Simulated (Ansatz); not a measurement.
Take HgTe in the zinc blende structure (space group F-43m, No. 216) as the base.

HgTe is taken in the cubic space group F-43m (No. 216), the zinc blende structure, Pearson symbol cF8. Cell: a = b = c = 6.5098 Å, α = β = γ = 90.00°. Hg on 4a sees 4 Te at 2.819 Å (tetrahedral). Te on 4d is surrounded by 4 Hg at 2.819 Å (tetrahedral). (Neighbours: up to the widest gap in distance over summed covalent radii, below 1.35, at either atom; cation-cation and far metal-metal contacts left out.)
(The calculation used a cell of 2 atoms; values per cell refer to that cell.)

Calculations: plane-wave PAW DFT at the PBEsol level (Ansatz, a quantum-chemistry and plane-wave program, 420 eV), scalar-relativistic without spin-orbit coupling.

Strains are applied to the cell and any free atomic positions relax.

One change was made to it. Results:

The pressure goes from zero to -2.6 GPa; the energy goes up by 23 meV/atom.

### Question
Which change produced these results?
(A) isotropic strain −1.50 %
(B) isotropic strain +2.50 %
(C) isotropic strain +3.00 %
(D) isotropic strain −1.00 %
(E) isotropic strain +1.50 %

### Answer
B, isotropic strain +2.50 %. For comparison, the energy relative to the base in the other runs: isotropic strain +3.00 % gives +32 meV/atom; isotropic strain −1.50 % gives +9.8 meV/atom; isotropic strain +1.50 % gives +8.6 meV/atom; isotropic strain −1.00 % gives +4.3 meV/atom.

A case with no gap was solved on a k-mesh chosen for an insulator, which is coarse for it. With Hg and Te present, leaving out spin-orbit coupling can change the band edges. Stability against distortions was not tested. The final runs are not spin-polarised. The zero or small gap of HgTe can change with the level of theory.
